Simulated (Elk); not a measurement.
# A self-consistent single point of Zr (Pm-3m, 1 atom in the cell) with Elk

Method: Elk 10.2.4 with PBE, all-electron FP-LAPW, Elk's shipped species files, default APW+lo basis.

This input was run:

```
tasks
  0

xctype
  20

rgkmax
  7.0

stype
  0

swidth
  0.00183747

avec
    5.6007495012    0.0000000000    0.0000000000
    0.0000000000    5.6007495012    0.0000000000
    0.0000000000    0.0000000000    5.6007495012

atoms
  1   : nspecies
  'Zr.in'   : spfname
  1   : natoms; atposl, bfcmt below
  0.0000000000  0.0000000000  0.0000000000    0.0 0.0 0.0

ngridk
  9 9 9
```

Output, abridged:

```
│ Elk code version 10.2.4 │

All units are atomic (Hartree, Bohr, etc.)

│ Ground-state run starting from atomic densities │

Lattice vectors :
   5.600749501       0.000000000       0.000000000
   0.000000000       5.600749501       0.000000000
   0.000000000       0.000000000       5.600749501

Unit cell volume      :    175.6865225
Brillouin zone volume :    1.411890963

Muffin-tin inner radius fraction :   0.1000000000E-01

Nuclei treated as point charges

Species :    1 (Zr)
 parameters loaded from : Zr.in
 name : zirconium
 nuclear charge    :   -40.00000000
 electronic charge :    40.00000000
 atomic mass :    166291.1791
 muffin-tin radius :    2.600000000
 number of radial points in muffin-tin :    597
 atomic positions (lattice), magnetic fields (Cartesian) :
   1 :   0.00000000  0.00000000  0.00000000    0.00000000  0.00000000  0.00000000

Total number of atoms per unit cell :    1

Spin treatment :
 spin-unpolarised

Number of Bravais lattice symmetries :   48
Number of crystal symmetries         :   48
Crystal has inversion symmetry
Real symmetric eigensolver will be used

k-point grid :      9     9     9
k-point offset :    0.000000000       0.000000000       0.000000000
k-point set is reduced with full crystal symmetry group
Total number of k-points :       35

Muffin-tin radius times maximum |G+k| :    7.000000000
 using average radius
Maximum |G+k| for APW functions       :    2.692307692
Maximum (1/2)|G+k|²                   :    3.624260355
Maximum |G| for potential and density :    12.00000000
 potential will be trimmed for |G| > 2 gkmax
Constant for pseudocharge density :    8
Radial integration step length :    4

G-vector grid sizes :     24    24    24
Number of G-vectors :     5137

Maximum angular momentum used for
 APW functions                      :    8
 outer part of muffin-tin           :    6
 inner part of muffin-tin           :    1

Total nuclear charge    :   -40.00000000
Total core charge       :    28.00000000
Total valence charge    :    12.00000000
Total excess charge     :    0.000000000
Total electronic charge :    40.00000000

Effective Wigner radius, rₛ :    1.015928823

Number of empty states         :    4
Total number of valence states :   10
Total number of core states    :   28

Total number of local-orbitals :   13

Exchange-correlation functional :     20     0     0
 Perdew-Burke-Ernzerhof, Phys. Rev. Lett. 77, 3865 (1996)
 gradient requirement :    1
 generalised gradient approximation (GGA)

Smearing type :    0
 Gaussian
Smearing width :   0.1837470000E-02
Effective electronic temperature (K) :    580.2271348

Mixing type :    3
 Broyden mixing, J. Phys. A: Math. Gen. 17, L317 (1984)

Kohn-Sham potential initialised from atomic data

│ Self-consistent loop started │
│ Loop number : 1 │
 total energy                :     -3600.56674392
│ Loop number : 2 │
 total energy                :     -3600.58038291
RMS change in Kohn-Sham potential (target) :   0.1230369758     (  0.1000000000E-05)
Absolute change in total energy (target)   :   0.1363899542E-01 (  0.1000000000E-03)
│ Loop number : 3 │
 total energy                :     -3600.54564456
RMS change in Kohn-Sham potential (target) :   0.1183358963     (  0.1000000000E-05)
Absolute change in total energy (target)   :   0.3132860847E-01 (  0.1000000000E-03)
│ Loop number : 4 │
 total energy                :     -3599.96251730
RMS change in Kohn-Sham potential (target) :   0.6472995266E-01 (  0.1000000000E-05)
Absolute change in total energy (target)   :   0.5909594062     (  0.1000000000E-03)
│ Loop number : 5 │
 total energy                :     -3599.49582704
RMS change in Kohn-Sham potential (target) :   0.2237504169E-01 (  0.1000000000E-05)
Absolute change in total energy (target)   :   0.6144301096     (  0.1000000000E-03)
│ Loop number : 6 │
 total energy                :     -3599.31049202
RMS change in Kohn-Sham potential (target) :   0.5589421904E-02 (  0.1000000000E-05)
Absolute change in total energy (target)   :   0.3389425470     (  0.1000000000E-03)
│ Loop number : 7 │
 total energy                :     -3599.24984551
RMS change in Kohn-Sham potential (target) :   0.3665104482E-03 (  0.1000000000E-05)
Absolute change in total energy (target)   :   0.1453821545     (  0.1000000000E-03)
│ Loop number : 8 │
 total energy                :     -3599.24858298
RMS change in Kohn-Sham potential (target) :   0.1946850331E-03 (  0.1000000000E-05)
Absolute change in total energy (target)   :   0.3760806949E-01 (  0.1000000000E-03)
│ Loop number : 9 │
 total energy                :     -3599.24989531
RMS change in Kohn-Sham potential (target) :   0.2821275316E-04 (  0.1000000000E-05)
Absolute change in total energy (target)   :   0.8089685837E-02 (  0.1000000000E-03)
│ Loop number : 10 │
 total energy                :     -3599.24995890
RMS change in Kohn-Sham potential (target) :   0.7741005703E-05 (  0.1000000000E-05)
Absolute change in total energy (target)   :   0.1958834224E-02 (  0.1000000000E-03)
│ Loop number : 11 │
 total energy                :     -3599.24998593
RMS change in Kohn-Sham potential (target) :   0.1642621414E-05 (  0.1000000000E-05)
Absolute change in total energy (target)   :   0.4626712744E-03 (  0.1000000000E-03)
│ Loop number : 12 │
 total energy                :     -3599.24999696
RMS change in Kohn-Sham potential (target) :   0.2179398903E-06 (  0.1000000000E-05)
Absolute change in total energy (target)   :   0.1046440984E-03 (  0.1000000000E-03)
│ Loop number : 13 │
 total energy                :     -3599.24999930
RMS change in Kohn-Sham potential (target) :   0.1229036457E-06 (  0.1000000000E-05)
Absolute change in total energy (target)   :   0.2381374907E-04 (  0.1000000000E-03)
Convergence targets achieved

│ Loop number : 14 │

Energies :
 Fermi                       :     0.260968054842
 sum of eigenvalues          :     -2133.50583238
 electron kinetic            :      3718.73341781
 core electron kinetic       :      3650.35201562
 Coulomb                     :     -7203.59038981
 Coulomb potential           :     -5703.25333649
 nuclear-nuclear             :     -334.943193672
 electron-nuclear            :     -8034.04105577
 Hartree                     :      1165.39385964
 Madelung                    :     -4351.96372156
 xc potential                :     -148.985913692
 exchange                    :     -112.370054666
 correlation                 :     -2.02297522609
 total energy                :     -3599.25000189

Density of states at Fermi energy :    31.28933620
 (states/Hartree/unit cell)

Estimated indirect band gap :   0.1300256892E-02
 from k-point      9 to k-point     32
Estimated direct band gap   :   0.2392788611E-01
 at k-point     18

Charges :
 core                        :    28.00000000
 valence                     :    12.00000000
 interstitial                :    1.983787172
 muffin-tins (core leakage)
  species :    1 (Zr)
   atom    1                 :    38.01621283     (  0.2892402932E-05)
 total in muffin-tins        :    38.01621283
 total calculated charge     :    40.00411086
 total charge                :    40.00000000
 error                       :   0.4110861408E-02

│ Self-consistent loop stopped │
```

The run converged in 14 iterations. The count includes the last loop, which Elk runs after its targets are met.

The starting cell was generated: these elements placed on a structure prototype, without a prior relaxation; it need not be a known phase or ordering of this composition. Values depend on the basis (sphere radii, cutoffs, local orbitals), which need not be converged. The log's line on a gap gives a spacing of levels on this mesh, which the program prints for metals too.
